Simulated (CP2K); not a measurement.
Worked example: self-consistent single point of LaAl₂BRu₂ (P4/mmm, 6 atoms in the cell) in CP2K

Method: CP2K with PBEsol, GPW, DZVP-MOLOPT-SR-GTH basis, GTH-PBE potentials (GTH_POTENTIALS).

Input as run:

```
&GLOBAL
  PROJECT scf
  RUN_TYPE ENERGY_FORCE
  PRINT_LEVEL LOW
&END GLOBAL
&FORCE_EVAL
  METHOD Quickstep
  STRESS_TENSOR ANALYTICAL
  &DFT
    BASIS_SET_FILE_NAME BASIS_MOLOPT
    BASIS_SET_FILE_NAME BASIS_MOLOPT_UCL
    POTENTIAL_FILE_NAME GTH_POTENTIALS
    &QS
      METHOD GPW
      EPS_DEFAULT 1E-11
    &END QS
    &MGRID
      CUTOFF 500
      REL_CUTOFF 50
      NGRIDS 5
    &END MGRID
    &SCF
      SCF_GUESS ATOMIC
      EPS_SCF 1E-6
      MAX_SCF 100
      ADDED_MOS 9
      &DIAGONALIZATION
        ALGORITHM STANDARD
      &END DIAGONALIZATION
      &MIXING
        METHOD BROYDEN_MIXING
        ALPHA 0.3
        NBUFFER 10
      &END MIXING
      &SMEAR ON
        METHOD GAUSSIAN
        SIGMA [eV] 0.05
      &END SMEAR
    &END SCF
    &KPOINTS
      SCHEME MONKHORST-PACK 5 5 4
      GAMMA_CENTERED T
    &END KPOINTS
    &XC
      &XC_FUNCTIONAL
        &PBE
          PARAMETRIZATION PBESOL
        &END PBE
      &END XC_FUNCTIONAL
    &END XC
    &PRINT
      &MO
        EIGENVALUES T
        OCCUPATION_NUMBERS T
        NDIGITS 8
        FILENAME mo
        &EACH
          QS_SCF 0
        &END EACH
        ADD_LAST NUMERIC
      &END MO
      &MULLIKEN OFF
      &END MULLIKEN
    &END PRINT
  &END DFT
  &SUBSYS
    &CELL
      A 4.22935000 0.00000000 0.00000000
      B 0.00000000 4.22935000 0.00000000
      C 0.00000000 0.00000000 5.67992000
      PERIODIC XYZ
    &END CELL
    &COORD
      SCALED
      La       0.00000000     0.00000000     0.50000000
      Al       0.50000000     0.50000000     0.74577000
      Al       0.50000000     0.50000000     0.25423000
      B        0.00000000     0.00000000     0.00000000
      Ru       0.50000000     0.00000000     0.00000000
      Ru       0.00000000     0.50000000     0.00000000
    &END COORD
    &KIND La
      BASIS_SET DZVP-MOLOPT-SR-GTH
      POTENTIAL GTH-PBE-q11
    &END KIND
    &KIND Al
      BASIS_SET DZVP-MOLOPT-SR-GTH
      POTENTIAL GTH-PBE-q3
    &END KIND
    &KIND B
      BASIS_SET DZVP-MOLOPT-SR-GTH
      POTENTIAL GTH-PBE-q3
    &END KIND
    &KIND Ru
      BASIS_SET DZVP-MOLOPT-SR-GTH
      POTENTIAL GTH-PBE-q16
    &END KIND
  &END SUBSYS
  &PRINT
    &FORCES ON
    &END FORCES
    &STRESS_TENSOR ON
    &END STRESS_TENSOR
  &END PRINT
&END FORCE_EVAL
```

The program printed (abridged):

```
 GLOBAL| Method name                                                        CP2K
 GLOBAL| Project name                                                        scf
 GLOBAL| Run type                                                   ENERGY_FORCE

 TOTAL NUMBERS AND MAXIMUM NUMBERS

  Total number of            - Atomic kinds:                                   4
                             - Atoms:                                          6
                             - Shell sets:                                     6
                             - Shells:                                        39
                             - Primitive Cartesian functions:                 33
                             - Cartesian basis functions:                    135
                             - Spherical basis functions:                    117

  Maximum angular momentum of- Orbital basis functions:                        3
                             - Local part of the GTH pseudopotential:          2
                             - Non-local part of the GTH pseudopotential:      4

 SCF PARAMETERS         Density guess:                                    ATOMIC
                        max_scf:                                             100
                        max_diis:                                              4
                        eps_scf:                                        1.00E-06
                        eps_diis:                                       1.00E-01
                        eps_eigval:                                     1.00E-05
                        level_shift [a.u.]:                             0.000000
                        added MOs                                         9    0
                        Mixing method:                            BROYDEN_MIXING
                                                charge density mixing in g-space
                        Smear method:                                   GAUSSIAN
                        Smearing width (sigma) [a.u.]:                  1.84E-03
                        Accuracy threshold:                             1.00E-10
                        No outer SCF

 Extrapolation method: initial_guess

 Number of electrons:                                                         52
 Number of occupied orbitals:                                                 26
 Number of molecular orbitals:                                                35

 Number of orbital functions:                                                117
 Number of independent orbital functions:                                    117

 SCF WAVEFUNCTION OPTIMIZATION

  Step     Update method      Time    Convergence         Total energy    Change
     1 NoMix/Diag. 0.30E+00      -     2.23207309      -229.4938329160 -2.29E+02
     2 Broy./Diag. 0.30E+00      -     0.42893726      -232.9846976564 -3.49E+00
     3 Broy./Diag. 0.30E+00      -     0.15313381      -226.0639224735  6.92E+00
     4 Broy./Diag. 0.30E+00      -     0.04069484      -228.3197626516 -2.26E+00
     5 Broy./Diag. 0.30E+00      -     0.02100927      -228.1070736483  2.13E-01
     6 Broy./Diag. 0.30E+00      -     0.02055618      -227.7997117517  3.07E-01
     7 Broy./Diag. 0.30E+00      -     0.01335195      -227.9965715263 -1.97E-01
   [... 3 lines left out ...]
    11 Broy./Diag. 0.30E+00      -     0.00010064      -227.9457414349 -1.14E-03
    12 Broy./Diag. 0.30E+00      -     0.00007155      -227.9460508684 -3.09E-04
    13 Broy./Diag. 0.30E+00      -     0.00000227      -227.9456308274  4.20E-04
    14 Broy./Diag. 0.30E+00      -     0.00000284      -227.9455763176  5.45E-05
    15 Broy./Diag. 0.30E+00      -     0.00000009      -227.9455745513  1.77E-06

  *** SCF run converged in    15 steps ***

  Electronic density on regular grids:        -51.9999999997        0.0000000003
  Core density on regular grids:               51.9999999995       -0.0000000005
  Total charge density on r-space grids:       -0.0000000002
  Total charge density g-space grids:          -0.0000000002

  Overlap energy of the core charge distribution:               0.00000000135195
  Self energy of the core charge distribution:               -417.03372132492007
  Core Hamiltonian energy:                                     95.22097856780604
  Hartree energy:                                             120.93150805451279
  Exchange-correlation energy:                                -27.06418589407270
  Smearing free energy correction:                             -0.00015395610473
  Fermi energy:                                                 0.38956552815256

  Total energy:                                              -227.94557455128006
  Total energy (extrapolated to sigma->0):                   -227.94549757322770

 ENERGY| Total FORCE_EVAL ( QS ) energy [hartree]           -227.945573161982821

 FORCES| Atomic forces [hartree/bohr]
 FORCES|   Atom     x               y               z               |f|
 FORCES|      1  8.24143793E-13  8.29597836E-13  1.80501796E-10   1.80505584E-10
 FORCES|      2 -1.17831522E-11 -1.17569377E-11  7.77528862E-04   7.77528862E-04
 FORCES|      3 -3.47241740E-12 -3.52916369E-12 -7.77514320E-04   7.77514320E-04
 FORCES|      4  6.95206221E-11  6.95298506E-11 -3.59608116E-08   3.59609460E-08
 FORCES|      5 -8.47828289E-10  1.19339018E-10  1.60576321E-08   1.60804416E-08
 FORCES|      6  1.19327018E-10 -8.47839616E-10  4.65764129E-09   4.73568299E-09
 FORCES| Sum    -6.73412075E-10 -6.73427251E-10 -5.23472491E-10
 FORCES| Total atomic force                                       1.08674355E-09

 STRESS| Analytical stress tensor [bar]
 STRESS|                        x                   y                   z
 STRESS|      x       -3.83176699523E+04  -2.30452135048E-04  -5.87604872183E-05
 STRESS|      y       -2.30452135048E-04  -3.83179815072E+04  -5.86925517007E-05
 STRESS|      z       -5.87604872183E-05  -5.86925517007E-05  -1.56199794220E+04
 STRESS| 1/3 Trace                                            -3.07518769605E+04
```

The run converged in 15 iterations.

The starting cell comes from a database of computed structures (which also holds hypothetical and non-ambient phases and stackings), without a prior relaxation at this level. Spin polarisation is off. Values carry the incompleteness of an atom-centred basis. The potentials were made for another functional than the one used. With a pressure of about -3 GPa the cell is away from its equilibrium volume at this level.

Cost on one core of a shared machine: roughly 50 s.
